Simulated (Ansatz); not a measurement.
# hypothetical NiAs type TlF with two functionals, pressure 75 GPa

Base system: TlF in the NiAs type structure (space group P6_3/mmc, No. 194; a = 3.891 Å, c = 7.014 Å; a hypothetical phase, not in the database extracts checked).

(Cell as relaxed with PBE.)

Levels (all Ansatz, an electronic-structure program, PAW): PBE (420 eV, without spin-orbit coupling); PBEsol (420 eV, no spin-orbit coupling).

Each level relaxes its own structure.

```
base                      PBE    PBEsol
-------------------  --------  --------
volume per atom      22.99 Å³  21.00 Å³
lattice parameter a   3.891 Å   3.752 Å
band gap              2.15 eV   1.90 eV
```

One thing is altered: a hydrostatic pressure of 75 GPa.

```tsv
quantity	PBE	PBEsol
c/a ratio	2.596	(withheld)
lattice parameter a	2.778 Å	(withheld)
```

Q: What does PBEsol give?

A: 
- c/a ratio, PBEsol: 2.614
- lattice parameter a, PBEsol: 2.746 Å

PBE's c/a ratio lies 0.018 below PBEsol's; PBE's lattice parameter a lies 0.0326 Å above PBEsol's (1.2 %). Neither level is exact; PBEsol is the comparison here, not a measurement.

A case with no gap was solved on a k-mesh chosen for an insulator, which is coarse for it. From pressure 75 GPa on, the axis ratios lie over 15 % from the base's, so the cell there is far from its starting form. Spin-orbit coupling, missing from the scalar runs, can matter with Tl. Load acts through the strain it causes; cell and atoms are relaxed under it. Whether these cells are dynamically stable was not tested. Competing high-pressure phases were not computed. The final runs are not spin-polarised.
